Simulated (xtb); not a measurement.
xtb 6.7.1, GFN2-xTB: [O]c1ccccc1, charge -1, multiplicity 1, 12 atoms. The geometry is a generated start, not checked to be a minimum at this level.

```
Item                       Value
-----------------  -------------
run flags                 --grad
method                  GFN2-xTB
--acc                1 (default)
--etemp (K)        300 (default)
basis functions               33
valence electrons             36
```

```xyz
12

O      2.5368     0.9113     0.1720
C      1.3522     0.4873     0.0937
C      0.3024     1.2238    -0.5461
C     -0.9831     0.7503    -0.6296
C     -1.3364    -0.4813    -0.0908
C     -0.3504    -1.2306     0.5395
C      0.9405    -0.7742     0.6323
H      0.5551     2.1888    -0.9745
H     -1.7460     1.3485    -1.1277
H     -2.3557    -0.8473    -0.1628
H     -0.6103    -2.1995     0.9649
H      1.6948    -1.3773     1.1290
```

Charge -1 and multiplicity 1 are set for this test and not shown to be the ground state.

One run each on 1 thread. Values of broydamp tried: 0.02, 0.05, 0.1, 0.2, 0.4 (default), 0.6, 0.8, 1.

**Question.** Which value of broydamp needs the fewest SCC iterations, and what happens away from it?

**Answer.** Fewest SCC iterations, within one of each other: 0.2 with 12, 0.4 (default) with 12, 0.6 with 11. The count rises to 18 at 0.02. All converge to one solution.

```
broydamp       SCC iterations            end
-------------  --------------  -------------
0.02                       18  same solution
0.05                       16  same solution
0.1                        15  same solution
0.2                        12  same solution
0.4 (default)              12  same solution
0.6                        11  same solution
0.8                        13  same solution
1                          18  same solution
```
